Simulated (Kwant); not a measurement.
Device: quantum point contact (saddle potential) in a InAs two-dimensional gas. Effective mass 0.023 mₑ, grid spacing 4.2 nm, hard walls, nominal width 100 nm (23 grid rows, so walls 100.8 nm apart), one parabolic valley, scattering region 300 nm long along x; energies count from the band bottom; Fermi energy 0.0502 eV. Potential (V0 + ½k y²) cos²(πx/L) for |x| < L/2, with V0 swept from 0.05271 to 0 eV, k = 5.9e-05 eV/nm², L = 120 nm.

The device is made up for the run: typed textbook-type constants, with dimensions and the other settings drawn at random.

Model: effective-mass tight-binding model on a square grid, one spin, coherent transport at 0 K (Kwant). Conductance is in e²/h.

Compare with the saddle-point formula G = Σ 1/(1 + exp(−2π(E − V0 − ħωy(n + ½))/ħωx)), taking ħωy = ħ√(k/m) and ħωx from the curvature along x of V0 plus half of the mode's confinement energy.

ħωy = 14.0 meV; at V0 = 42.8 meV the lowest mode has ħωx = 14.5 meV.

```
V0 (meV)  formula  simulation
--------  -------  ----------
49.7        0.069       0.070
42.8         0.55        0.57
35.9         1.02        1.03
29.0         1.53        1.56
22.2         2.01        2.02
15.3         2.50        2.54
```

The formula takes a parabolic saddle in the continuum; the run has the full potential on a grid.
